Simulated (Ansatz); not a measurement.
## Response to strain in TiC

Take TiC in the rock salt structure (space group Fm-3m, No. 225; a = 4.2934 Å; relaxed with 0.1 eV smearing) as the base.

Strains are applied to the cell and any free atomic positions relax.

Level of theory: Ansatz (an electronic-structure program) PBEsol, scalar-relativistic without spin-orbit coupling.

Notes on the quantities. energy relative to the base: free energy F.

```
variant                   volume per atom  energy relative to the base   pressure
------------------------  ---------------  ---------------------------  ---------
base                              9.89 Å³                   0 meV/atom    0.0 GPa
isotropic strain −3.00 %          9.03 Å³                 +73 meV/atom   29.3 GPa
isotropic strain −2.50 %          9.17 Å³                 +50 meV/atom   23.6 GPa
isotropic strain −2.00 %          9.31 Å³                 +32 meV/atom          ?
isotropic strain −1.50 %          9.45 Å³                            ?   13.3 GPa
isotropic strain −0.50 %          9.74 Å³                +1.9 meV/atom    4.1 GPa
isotropic strain +1.00 %         10.19 Å³                +7.2 meV/atom          ?
isotropic strain +1.50 %         10.34 Å³                 +16 meV/atom  -10.9 GPa
isotropic strain +2.00 %         10.50 Å³                 +28 meV/atom          ?
isotropic strain +2.50 %         10.65 Å³                 +43 meV/atom  -17.1 GPa
```

Problem. Complete the table.

Solution. 
- isotropic strain −2.00 %, pressure: 18.3 GPa
- isotropic strain −1.50 %, energy relative to the base: +17 meV/atom
- isotropic strain +1.00 %, pressure: -7.5 GPa
- isotropic strain +2.00 %, pressure: -14.1 GPa

No phonon test of stability was made. All final runs are without spin polarisation.
